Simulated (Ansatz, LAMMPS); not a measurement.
Si well of 20 atomic layers along [001] in random Si0.5Ge0.5, interfaces one step of a layer. Cell 16.85 × 16.85 × 60.49 Å, Si577Ge215, 792 atoms. Prepared with LAMMPS with Tersoff's 1989 multicomponent potential (SiCGe.tersoff): minimisation. 

Basis: localised support functions (accuracy medium) on a full density matrix. k-points: zone centre alone; occupations: Fermi-Dirac, 0.010 eV; spin polarisation not allowed. No spin-orbit coupling.

Estimate the gap and bonding that PBE, support functions at accuracy medium on the grid of 370 eV run with Ansatz (a program for electronic structure) returns for this input.


* **Kohn-Sham gap of the cell on its k-mesh**: 0.18 eV
* **weight of the highest filled level on the well**: 0.34
* **weight of the lowest empty level on the well**: 0.98
* **coordination (neighbours within 2.876 Å)**: 100.0 % 4-fold
* **Ge-Ge bonds, mean ± spread**: 2.477 ± 0.008 Å
* **Ge-Si bonds, mean ± spread**: 2.432 ± 0.008 Å
* **Si-Si bonds, mean ± spread**: 2.394 ± 0.007 Å
* **bond angles, mean ± spread**: 109.5° ± 1.5°
* **pressure**: -1.52 GPa
